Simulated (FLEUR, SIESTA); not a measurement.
A FLEUR input for a self-consistent single point of SrTe (Fm-3m, 2 atoms in the cell) (DFT, LDA (Perdew-Zunger), all-electron FLAPW (FLEUR), scalar-relativistic valence):

Input of the input generator:

```
SrTe
&input film=f /
0.0000000000 6.4145373800 6.4145373800
6.4145373800 -0.0000000000 6.4145373800
6.4145373800 6.4145373800 -0.0000000000
1.0
1.0 1.0 1.0

2
38 0.0000000000 0.0000000000 0.0000000000
52 0.5000000000 0.5000000000 0.5000000000

&comp jspins=1 /
&exco xctyp='pz' /
&kpt div1=9 div2=9 div3=9 /
&end /
```

```xml
<?xml version="1.0" encoding="UTF-8" standalone="no"?>
<fleurInput fleurInputVersion="0.39">
   <comment>
      SrTe                                                                                                
   </comment>
   <calculationSetup>
      <cutoffs Kmax="3.8" Gmax="11.4" GmaxXC="11.4" numbands="0"/>
      <scfLoop itmax="80" minDistance="0.00001" maxIterBroyd="25" imix="Anderson" alpha="0.05" precondParam="0.0" spinf="2.0"/>
      <coreElectrons ctail="T" frcor="F" kcrel="0" coretail_lmax="0"/>
      <xcFunctional name="pz" relativisticCorrections="F"/>
      <magnetism jspins="1"/>
      <soc l_soc="F" theta="0.0" phi="0.0" spav="F"/>
      <expertModes spex="0" secvar="F"/>
      <geometryOptimization l_f="T" forcealpha="1.0" forcemix="BFGS" epsdisp="0.00001" epsforce="0.00001"/>
      <ldaU l_linMix="F" mixParam="0.05" spinf="1.0"/>
   </calculationSetup>
   <cell>
      <bzIntegration valenceElectrons="26.0" mode="hist" fermiSmearingEnergy="0.0001">
         <kPointListSelection listName="default-1"/>
         <!-- k-points included here -->
         <xi:include xmlns:xi="http://www.w3.org/2001/XInclude" href="kpts.xml"> </xi:include>
      </bzIntegration>
      <!-- symmetry operations included here -->
      <xi:include xmlns:xi="http://www.w3.org/2001/XInclude" href="sym.xml"> </xi:include>
      <bulkLattice scale="1.0">
         <bravaisMatrix>
            <row-1>    0.0000000000000000     6.4145373799999996     6.4145373799999996</row-1>
            <row-2>    6.4145373799999996     0.0000000000000000     6.4145373799999996</row-2>
            <row-3>    6.4145373799999996     6.4145373799999996     0.0000000000000000</row-3>
         </bravaisMatrix>
      </bulkLattice>
   </cell>
   <atomSpecies>
      <species name="Strontium (Sr)" element="Sr" atomicNumber="38">
         <mtSphere radius="2.63" gridPoints="925" logIncrement="0.014"/>
         <atomicCutoffs lmax="10" lnonsphr="8"/>
         <electronConfig flipSpins="F">
            <coreConfig>(1s1/2) (2s1/2) (2p1/2) (2p3/2) (3s1/2) (3p1/2) (3p3/2) (3d3/2) (3d5/2)</coreConfig>
            <valenceConfig>(4s1/2) (4p1/2) (4p3/2) (5s1/2)</valenceConfig>
         </electronConfig>
         <energyParameters s="5" p="5" d="4" f="4"/>
         <lo type="SCLO" l="0" n="4" eDeriv="0"/>
         <lo type="SCLO" l="1" n="4" eDeriv="0"/>
      </species>
      <species name="Tellurium (Te)" element="Te" atomicNumber="52">
         <mtSphere radius="2.63" gridPoints="925" logIncrement="0.014"/>
         <atomicCutoffs lmax="10" lnonsphr="8"/>
         <electronConfig flipSpins="F">
            <coreConfig>(1s1/2) (2s1/2) (2p1/2) (2p3/2) (3s1/2) (3p1/2) (3p3/2) (4s1/2) (3d3/2) (3d5/2) (4p1/2) (4p3/2)</coreConfig>
            <valenceConfig>(5s1/2) (4d3/2) (4d5/2) (5p1/2) (5p3/2)</valenceConfig>
            <stateOccupation state="(5p1/2)" spinUp="0.6666666666667" spinDown="0.6666666666667"/>
            <stateOccupation state="(5p3/2)" spinUp="1.3333333333333" spinDown="1.3333333333333"/>
         </electronConfig>
         <energyParameters s="5" p="5" d="5" f="4"/>
         <lo type="SCLO" l="2" n="4" eDeriv="0"/>
      </species>
   </atomSpecies>
   <atomGroups>
      <atomGroup species="Strontium (Sr)">
         <relPos label="                   1">.0000000000 .0000000000 .0000000000</relPos>
         <force calculate="T" relaxXYZ="TTT"/>
      </atomGroup>
      <atomGroup species="Tellurium (Te)">
         <relPos label="                   2">1.000/2.000 1.000/2.000 1.000/2.000</relPos>
         <force calculate="T" relaxXYZ="TTT"/>
      </atomGroup>
   </atomGroups>
   <output dos="F" band="F" slice="F">
      <checks vchk="F" cdinf="F"/>
      <bandDOS minEnergy="-.5*Htr" maxEnergy="0.5*Htr" sigma="0.015" storeEVData="T"/>
      <vacuumDOS vacdos="F" integ="F" star="F" nstars="0" locx1="0.0" locy1="0.0" locx2="0.0" locy2="0.0" nstm="0" tworkf="0.0"/>
      <unfoldingBand unfoldBand="F" supercellX="1" supercellY="1" supercellZ="1"/>
      <plotting iplot="0" polar="F">
         <plot TwoD="T" vec1="  1.0  0.0  0.0" vec2="  0.0  1.0  0.0" vec3="  0.0  0.0  1.0" zero="  0.0  0.0  0.0" file="plot"/>
      </plotting>
      <chargeDensitySlicing numkpt="0" minEigenval="0.0" maxEigenval="0.0" nnne="0" pallst="F"/>
      <specialOutput eonly="F"/>
      <magneticCircularDichroism mcd="F" energyLo="-10.0" energyUp="0.0"/>
   </output>
  <!-- We include the file relax.xml here to enable relaxations (see documentation) -->
  <xi:include xmlns:xi="http://www.w3.org/2001/XInclude" href="relax.xml"> <xi:fallback/> </xi:include>
</fleurInput>
```

### Question
Write the same calculation as an input for SIESTA.

### Answer
One input that does it (others would too):

```
# files in the folder: Sr.psml Te.psml (PseudoDojo LDA standard)
SystemName  SrTe
SystemLabel siesta

NumberOfAtoms                2
NumberOfSpecies              2
%block ChemicalSpeciesLabel
  1 38 Sr
  2 52 Te
%endblock ChemicalSpeciesLabel
LatticeConstant              1.0 Ang
%block LatticeVectors
     0.000000000    3.394427000    3.394427000
     3.394427000    0.000000000    3.394427000
     3.394427000    3.394427000    0.000000000
%endblock LatticeVectors
AtomicCoordinatesFormat      ScaledCartesian
%block AtomicCoordinatesAndAtomicSpecies
     0.000000000    0.000000000    0.000000000  1
     3.394427000    3.394427000    3.394427000  2
%endblock AtomicCoordinatesAndAtomicSpecies

XC.functional                LDA
XC.authors                   PW92
PAO.BasisSize                TZP
PAO.EnergyShift              0.005 Ry
MeshCutoff                   350 Ry
%block kgrid.MonkhorstPack
    9   0   0  0.0
    0   9   0  0.0
    0   0   9  0.0
%endblock kgrid.MonkhorstPack
OccupationFunction           FD
ElectronicTemperature        10 K

MaxSCFIterations             150
SCF.Mixer.Method             Pulay
SCF.Mixer.Weight             0.1
SCF.Mixer.History            6
SCF.DM.Tolerance             1.0E-04
Diag.ParallelOverK           true
WriteForces                  true
```

Basis settings and potentials, where a program has them, do not carry over. This input uses DFT, LDA PW92, numerical atomic orbitals TZP, PseudoDojo LDA standard norm-conserving potentials (rewritten from UPF to PSML). LDA parametrisations can differ slightly between programs. Both were run: gap on the mesh 1.769 eV in FLEUR and 2.184 in SIESTA.

On SIESTA: the starting cell comes from a database of computed structures (which also holds hypothetical and non-ambient phases and stackings), without a prior relaxation at this level. Its lattice was rescaled by a random factor within 2.5 % of one. Spin-orbit coupling is off. Values carry the incompleteness of an atom-centred basis. The basis of the alkali or alkaline-earth atoms may lack their empty d shell, which can raise the gap.

On FLEUR: the starting cell comes from a database of computed structures (which also holds hypothetical and non-ambient phases and stackings), without a prior relaxation at this level. Its lattice was rescaled by a random factor within 2.5 % of one. Spin-orbit coupling is off. Values depend on the basis (sphere radii, cutoffs, local orbitals), which need not be converged.
